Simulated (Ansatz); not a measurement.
# MgS: pressure series

Start from MgS in the rock salt structure (space group Fm-3m, No. 225).

```
CELL_PARAMETERS angstrom
      0.00000     2.61485     2.61485
      2.61485     0.00000     2.61485
      2.61485     2.61485     0.00000
ATOMIC_POSITIONS crystal
  S  0.00000 0.00000 0.00000
  Mg 0.50000 0.50000 0.50000
```

Cell and atoms are relaxed at each pressure.

Computed with PBE (Ansatz, an electronic-structure program), no spin-orbit coupling.

Candidates:
(a) pressure 3 GPa
(b) pressure 7 GPa
(c) pressure −2 GPa

Before the change:

```
Property    Value
--------  -------
Band gap  2.76 eV
```

**Question.** Order them by band gap, highest first.

**Answer.** (b) pressure 7 GPa (2.93 eV), (a) pressure 3 GPa (2.84 eV), (c) pressure −2 GPa (2.70 eV)

Load acts through the strain it causes; cell and atoms are relaxed under it. No phonon test of stability was made. No other phases were tried under pressure.
